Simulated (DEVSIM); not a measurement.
System: illuminated Si p-on-n cell, one wavelength, with a back-surface field, at 350 K.

Layer 1 from the left is Si, thickness (μm) 0.300, Na (cm⁻³) 1.9e19, τn (s) 3.1e-6, τp (s) 4.8e-7, absorption coefficient (cm⁻¹) 21000. Layer 2 from the left is Si, thickness (μm) 170, Nd (cm⁻³) 1e16, τn (s) 4e-6, τp (s) 4e-6, absorption coefficient (cm⁻¹) 21000. Layer 3 from the left is Si, thickness (μm) 0.520, Nd (cm⁻³) 4.9e18, τn (s) 4e-6, τp (s) 4e-6, absorption coefficient (cm⁻¹) 21000.

Left contact: ohmic, minority electron recombination velocity 1e5 cm/s. Right contact: ohmic, minority hole recombination velocity 2000 cm/s. Voltage is applied to the left contact. Recombination: SRH at mid-gap, radiative, Auger. Light enters at the left, 3.9e16 photons cm⁻² s⁻¹, one pass, no reflection. Mobility is constant in doping.

This is a model device: material constants are rounded textbook-type values typed into the input, and sizes, dopings and lifetimes were drawn at random. Values at 300 K; Nc and Nv go as T^1.5, mobilities as T to minus their exponent, the gap by Varshni's rule with the affinity fixed.

Si: gap (eV) 1.124, affinity (eV) 4.05, permittivity 11.7, Nc (cm⁻³) 2.86e19, Nv (cm⁻³) 3.1e19, μn (cm²/Vs) 1417, μp (cm²/Vs) 470, T exponent of μn 2.3, T exponent of μp 2.2, B (cm³/s) 4.7e-15, Cn (cm⁶/s) 2.8e-31, Cp (cm⁶/s) 9.9e-32, Varshni α (eV/K) 0.000473, Varshni β (K) 636.

Simulated with DEVSIM: 1D drift-diffusion, Boltzmann statistics, complete ionisation; no tunnelling, impact ionisation, image-force lowering or self-heating.

Question: What does the simulation give for the short-circuit current, the potential step across the device at zero bias?

Answer: short-circuit current 6.08 mA/cm²; potential step across the device at zero bias 1.029 V.
